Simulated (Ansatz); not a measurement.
Levels about the gap of amorphous hafnia (Hf16O32) (48 atoms in a cell of 608 Å³, 9.20 g/cm³; zone centre alone, so wide bands show as single levels with stretches between that a denser mesh fills), at the geometry that PBE relaxed, where it gives -2.2 GPa on a denser mesh. Exact exchange is cut at the faces of this small cell, which leaves a finite-size error. The participation number counts the atoms over which a state spreads; weights are charges in smoothed Voronoi cells. The levels come from a single point, so bond lengths are those of that geometry. Method of the levels: HSE06, scalar-relativistic without spin-orbit coupling (Ansatz, a first-principles code). Sampling: the zone centre alone; Fermi-Dirac width 0.02 eV; no spin polarisation.

A CHGNet melt-quench gave the starting glass, which DFT then relaxed. O atoms were pushed apart under 1.9 Å during the dynamics, to hinder bonds among them. The hot cell started wider than the set density and was brought back towards it in steps. It is the lowest in DFT energy of 8 quenches. It is a model cell: composition and starting density were chosen by hand, and all elements were melted together. No dispersion term was used. Its density started from a set value of 9.20 and ended at 9.20 g/cm³. Cooling (nominally 240 K/ps over its main leg) ran many orders faster than in experiment, which tends to leave more defects and strain. Values belong to this one cell and scatter from quench to quench. The volume was held where the preparation left it and the shape relaxed, at a PBE pressure of -2.2 GPa (tension). Stress components on the final sampling reach 2.2 GPa.

```csv
"E - E(highest filled), eV",filling,participation number,largest on,weight O,weight Hf
-0.47,filled,12.0,"O, 3 neighbours",0.95,0.05
-0.38,filled,21.8,"O, 3 neighbours",0.95,0.05
-0.38,filled,15.5,"O, 2 neighbours",0.95,0.05
-0.23,filled,11.2,"O, 3 neighbours",0.96,0.04
-0.22,filled,17.1,"O, 3 neighbours",0.95,0.05
-0.05,filled,8.6,"O, 3 neighbours",0.95,0.05
0.00,filled,8.4,"O, 2 neighbours",0.96,0.04
5.69,empty,22.5,"Hf, 5 neighbours",0.44,0.56
5.74,empty,11.6,"Hf, 7 neighbours",0.38,0.62
5.94,empty,26.1,"Hf, 6 neighbours",0.43,0.57
6.16,empty,17.8,"Hf, 8 neighbours",0.38,0.62
6.21,empty,25.1,"Hf, 6 neighbours",0.40,0.60
6.25,empty,23.9,"Hf, 8 neighbours",0.40,0.60
6.30,empty,23.7,"Hf, 5 neighbours",0.39,0.61
```

Most localised among these is the filled level at +0.00 eV, on a O atom, which has 2 neighbours (Hf 2.00 Å, Hf 2.02 Å).
